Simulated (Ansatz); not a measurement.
The reference is SiO2 in the rutile structure (space group P4_2/mnm, No. 136).

```
SiO2
1.0
    4.23608     0.00000     0.00000
    0.00000     4.23608     0.00000
    0.00000     0.00000     2.69045
Si O
2 4
Direct
  0.00000   0.00000   0.00000
  0.50000   0.50000   0.50000
  0.30698   0.30698   0.00000
  0.80698   0.19302   0.50000
  0.19302   0.80698   0.50000
  0.69302   0.69302   0.00000
```

Cartesian axes are those of the cell as printed.

The values are results of PBE, PAW, 420 eV (Ansatz, a quantum-chemistry and plane-wave program; no spin-orbit coupling), not measurements.

It is then changed as follows: every lattice vector is shortened by 3.00 %, atoms relaxed at fixed cell.

Task: Predict the stress tensor and what it implies for the stiffness.

Result: Stress of the strained cell less that of the base (GPa, compression positive):
```
  28.00    0.00    0.00
   0.00   28.00    0.00
   0.00    0.00   37.05
```

Then B = −ΔP/(ΔV/V₀) with ΔV/V₀ = -0.0873 gives secant stiffness values (nonlinear terms included at this strain): B (at held cell shape, above the free-shape value) ≈ 355 GPa.

As a check, the harmonic strain energy −½ V₀ Δσ:ε is 70 meV/atom; the computed energy rise is 63 meV/atom.

No phonon test of stability was made.
